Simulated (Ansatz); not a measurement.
The starting structures come from a database of crystals and need not be the phases stable at ambient conditions.

Inside the gap of an insulator the Bloch states are evanescent, with a wavenumber k + iκ along the transport direction.

Input:

```xyz
12
Lattice="6.2221 0.0000 0.0000 0.0000 6.2221 0.0000 0.0000 0.0000 6.2221" Properties=species:S:1:pos:R:3 pbc="T T T"
Bi     5.4297     2.3186     5.4297
Bi     3.9035     3.9035     2.3186
Bi     2.3186     0.7924     0.7924
Bi     0.7924     5.4297     3.9035
Rh     3.2480     0.1369     3.2480
Rh     6.0852     6.0852     0.1369
Rh     0.1369     2.9741     2.9741
Rh     2.9741     3.2480     6.0852
S      0.7397     3.8508     0.7397
S      2.3713     2.3713     3.8508
S      3.8508     5.4824     5.4824
S      5.4824     0.7397     2.3713
```

Space group of this cell: P2_13. The cell is taken as given; by r2SCAN its mean pressure is -2.4 GPa.

Transport runs along the normal of the first two printed cell vectors, the (001) plane of the conventional cell.

The gap is the functional's own, uncorrected, and κ follows it; spin-orbit coupling is left out. Mid-gap values are interpolated between the computed energies.

**Question.** Compute, with r2SCAN in Ansatz (a quantum-chemistry and plane-wave program), the band gap and the smallest decay constant κ at mid-gap.

**Answer.** Gap 0.56 eV on a 6×6×6 mesh; κ = 0.122 1/Å, at (0.500, 0.500) of the in-plane reciprocal vectors. At the zone centre, at the nearest computed energy, the slowest state has κ = 0.17 1/Å.
